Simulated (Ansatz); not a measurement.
# CeO₂ in the CdI2 type structure (space group P-3m1, No. 164; a hypothetical phase, not in the database extracts checked)

```cif
data_CeO2
_chemical_formula_sum 'Ce1 O2'
_space_group_name_H-M_alt 'P 1'
_space_group_IT_number 1
_cell_length_a 3.60166
_cell_length_b 3.60166
_cell_length_c 4.52302
_cell_angle_alpha 90.000
_cell_angle_beta 90.000
_cell_angle_gamma 120.000
loop_
_space_group_symop_operation_xyz
  'x, y, z'
loop_
_atom_site_label
_atom_site_type_symbol
_atom_site_fract_x
_atom_site_fract_y
_atom_site_fract_z
_atom_site_occupancy
Ce1 Ce 0.00000 0.00000 0.00000 1
O1 O 0.33333 0.66667 0.20033 1
O2 O 0.66667 0.33333 0.79967 1
```

All numbers come from Ansatz (a quantum-chemistry and plane-wave program), PBE-D3(BJ), PAW, cutoff 420 eV, without spin-orbit coupling, earlier PAW set. Γ-centred 11×11×7 mesh, Fermi–Dirac width 0.05 eV.

```json
{
  "volume_per_atom": "16.94 Å³",
  "density": "5.62 g/cm³",
  "band_gap": "2.23 eV, indirect, A–L (69 % along) → A",
  "Lowest conduction-band minima above the VBM": "A (0, 0, 1/2) 2.23 eV; M (1/2, 0, 0) 2.37 eV",
  "total_energy": "-2571.944 eV/atom (σ→0; compares only within this code and set-up)"
}
```

Stability against distortions was not tested. Seeded moments were not kept for the base. The final runs are not spin-polarised.
